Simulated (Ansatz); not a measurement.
For Al (model structure, started from the diamond type, Fd-3m, No. 227, 2 atoms in the cell), LDA in Ansatz (plane waves, PAW) gives:

```
Item                       Result
-------------------  ------------
lattice parameter a       5.950 Å
bulk modulus             41.5 GPa
cohesive energy      3.20 eV/atom
```

**Question.** What does r²SCAN in Ansatz (plane waves, PAW) give for the same quantities?

**Answer.** 
- lattice constant a: 6.028 Å (increases by 1.3 %)
- bulk modulus: 40.5 GPa (shrinks by 2.4 %)
- cohesive energy: 2.78 eV/atom (falls by 0.42 eV/atom)

Changes are worked out from the printed values.

Unless a cell is named, each level is at its own relaxed cell (LDA 26.32, r²SCAN 27.38 Å³/atom).

Caveats: the bulk modulus is −V dP/dV from two relaxed cells at ±2 % in volume (LDA, r²SCAN). Ansatz's density-functional and Hartree–Fock values are scalar-relativistic unless marked +SOC, with PAW data made under PBE.

A model structure was made by putting elements into a prototype or built by hand; it is no filed structure, need not be a known phase, and can be a saddle point held by its symmetry.

Ansatz is a quantum-chemistry and plane-wave program.
